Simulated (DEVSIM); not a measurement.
Structure: abrupt Ge p-n junction, at 400 K.

```
layer (left to right)  material  thickness (μm)  Nd (cm⁻³)  Na (cm⁻³)  τn (s)  τp (s)
---------------------  --------  --------------  ---------  ---------  ------  ------
1                            Ge           0.350          -     1.7e17  0.0002  0.0002
2                            Ge            3.50     3.4e14          -  0.0002  0.0002
```

Left contact: ohmic. Right contact: ohmic. Voltage is applied to the left contact. Recombination: SRH at mid-gap, Auger. Mobility is constant in doping.

This is a model device: material constants are rounded textbook-type values typed into the input, and sizes, dopings and lifetimes were drawn at random. Values at 300 K; Nc and Nv go as T^1.5, mobilities as T to minus their exponent, the gap by Varshni's rule with the affinity fixed.

```
parameter               Ge
----------------  --------
gap (eV)             0.664
affinity (eV)            4
permittivity            16
Nc (cm⁻³)          1.04e19
Nv (cm⁻³)             6e18
μn (cm²/Vs)           3900
μp (cm²/Vs)           1900
T exponent of μn      1.66
T exponent of μp      2.33
Cn (cm⁶/s)           1e-31
Cp (cm⁶/s)           1e-31
Varshni α (eV/K)  0.000477
Varshni β (K)          235
```

Simulated with DEVSIM: 1D drift-diffusion, Boltzmann statistics, complete ionisation; no tunnelling, impact ionisation, image-force lowering or self-heating.

The thickness of layer 1 was swept, all else fixed.

```csv
thickness of layer 1 (μm),dark forward voltage at 100 A/cm² (V)
0.07,0.063
0.12,0.068
0.21,0.073
0.35,0.076
0.59,0.079
1,0.082
1.8,0.084
```

From the first row to the last the dark forward voltage at 100 A/cm² goes from 0.063 to 0.084.
